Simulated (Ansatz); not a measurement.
Given:

```
TiO2
1.0
    4.59151     0.00000     0.00000
    0.00000     4.59151     0.00000
    0.00000     0.00000     2.93915
Ti O
2 4
Direct
  0.00000   0.00000   0.00000
  0.50000   0.50000   0.50000
  0.30442   0.30442   0.00000
  0.80442   0.19558   0.50000
  0.19558   0.80442   0.50000
  0.69558   0.69558   0.00000
```

A single point on SnO2 with a change (Sn → Ti), its geometry relaxed with PBEsol.

Level of theory: PBEsol, PAW, 420 eV (Ansatz, an electronic-structure program; with spin-orbit coupling), earlier PAW set. k-mesh 7×7×11 (Γ-centred); smearing 0.05 eV (Fermi–Dirac).

Problem. Predict the width of the top valence band and gap character.

Solution. 
- Width of the top valence band = 1.65 eV
- Gap character = direct at Γ

Single points use the geometry relaxed with PBEsol. No phonon test of stability was made. The cell was made from SnO2 by this change: Sn → Ti.
